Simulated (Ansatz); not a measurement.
How a calculation on TiH2 (I4_1/amd, 6 atoms in the cell) responds to its settings

```cif
data_H8Ti4
_chemical_formula_sum 'Ti4 H8'
_space_group_name_H-M_alt 'I41/amd :1'
_space_group_IT_number 141
_space_group_name_Hall 'I 4bw 2bw -1bw'
_cell_length_a 3.94078
_cell_length_b 3.94078
_cell_length_c 9.90558
_cell_angle_alpha 90.000
_cell_angle_beta 90.000
_cell_angle_gamma 90.000
loop_
_atom_site_label
_atom_site_type_symbol
_atom_site_symmetry_multiplicity
_atom_site_Wyckoff_symbol
_atom_site_fract_x
_atom_site_fract_y
_atom_site_fract_z
_atom_site_occupancy
Ti1 Ti 4 b 0.00000 0.00000 0.50000 1
H1 H 8 e 0.00000 0.00000 0.29190 1
```
(The calculation used a cell of 6 atoms; values per cell refer to that cell.)

Base run A: PBE run with Ansatz (a first-principles code), self-consistent single point.

Its settings: kpoints.mp_grid.grid = 10 10 10; hamiltonian.xc = pbe; hamiltonian.pseudopotentials = {kind: paw} (the program's default PAW files); scf.occupations.method = methfessel_paxton; scf.occupations.width = 0.1 eV.

The starting cell was generated: these elements placed on a structure prototype, without a prior relaxation; it need not be a known phase or ordering of this composition. Spin polarisation is off. In the base run, with a pressure of about -14 GPa the cell is away from its equilibrium volume at this level. Ansatz's pressure includes its estimate of the finite-basis (Pulay) stress.

ΔF is the free energy per atom less that of run A. 

Run A gave: pressure (GPa) -14.24; largest force (eV/Å) 0.533; TS (meV/atom) -0.1.

Runs:
- B: scf.occupations.width = 0.002 eV
- C: scf.occupations.width = 0.01 eV
- D: scf.occupations.width = 0.025 eV
- E: scf.occupations.width = 0.05 eV
- F: scf.occupations.width = 0.15 eV
- G: scf.occupations.width = 0.2 eV
- H: scf.occupations.width = 0.3 eV
- I: scf.occupations.width = 0.5 eV
- J: scf.occupations.width = 0.8 eV

Question: What does run I change against A?

Answer: The free energy rises by 1.2 meV/atom, the pressure goes from -14.24 to -14.38 GPa and the largest force goes from 0.533 to 0.517 eV/Å.

Question: What does run J change against A?

Answer: The free energy goes up by 3.8 meV/atom, the pressure moves little (-14.24 to -14.32 GPa) and the largest force goes from 0.533 to 0.503 eV/Å.

```tsv
run	ΔF (meV/atom)	pressure (GPa)	largest force (eV/Å)	TS (meV/atom)
A	0.00	-14.24	0.533	-0.1
B	-0.04	-14.24	0.530	0.0
C	-0.04	-14.23	0.532	0.0
D	-0.06	-14.23	0.533	0.0
E	-0.07	-14.23	0.533	0.0
F	0.05	-14.25	0.532	-0.2
G	0.12	-14.26	0.530	-0.3
H	0.30	-14.28	0.526	-0.6
I	1.18	-14.38	0.517	-4.0
J	3.8	-14.32	0.503	-2.3
```

Keys are those of Ansatz 0.2.
